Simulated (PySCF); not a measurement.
PySCF 2.14.0, R2SCAN/def2-svpd, df: Ga(Br)(Me)(NH2) ([CH3][Ga]([NH2])[Br]), 9 atoms. The geometry is a generated start, not checked to be a minimum at this level.

```yaml
task: energy
method: r2scan
basis: def2-svpd
two_electron_scheme: density fitting
mol.max_memory: 3000 MB
mf.max_cycle: 100
mf.diis_space: 8 (default)
mf.conv_tol: 1e-09 (default)
mf.grids.level: 3 (default)
basis_functions: 159
grid_points: 118392
```

```xyz
9

Ga    -0.3136    -0.4602     0.0885
Br    -2.0561    -1.9381    -0.0393
C     -0.3387     1.2722    -0.9553
H      0.2446     1.1705    -1.8728
H      0.0878     2.0815    -0.3610
H     -1.3678     1.5234    -1.2251
N      0.9481    -1.0500     1.2645
H      1.8473    -0.6193     1.4279
H      0.9484    -1.9801     1.6726
```

With the defaults (mf.DIIS = CDIIS, mf.diis = true, mf.level_shift = 0, mf.init_guess = minao, mf.damp = 0, mf.diis_start_cycle = 1) it converges in 13 Fock builds. One run each on 2 threads, 1 BLAS thread, with these changes:
- mf.level_shift = 1 Hartree
- mf.diis = false
- mf.DIIS = ADIIS
- mf.level_shift = 0.1 Hartree
- mf.damp = 0.7, mf.diis_start_cycle = 8
- mf.DIIS = EDIIS
- mf.level_shift = 0.3 Hartree
- mf.init_guess = 1e
- mf.init_guess = mod_huckel

Which runs fail or end elsewhere than the default run?

No convergence: mf.DIIS = EDIIS; mf.diis = false (the run ends without SCF convergence in 100 cycles). The rest reach the solution of the defaults.

```csv
setting,Fock builds,end
the defaults,13,same solution
mf.level_shift = 0.1 Hartree,13,same solution
mf.init_guess = mod_huckel,14,same solution
mf.level_shift = 0.3 Hartree,15,same solution
"mf.damp = 0.7, mf.diis_start_cycle = 8",15,same solution
mf.DIIS = ADIIS,22,same solution
mf.init_guess = 1e,26,same solution
mf.level_shift = 1 Hartree,43,same solution
mf.DIIS = EDIIS,101,no convergence
mf.diis = false,101,no convergence
```
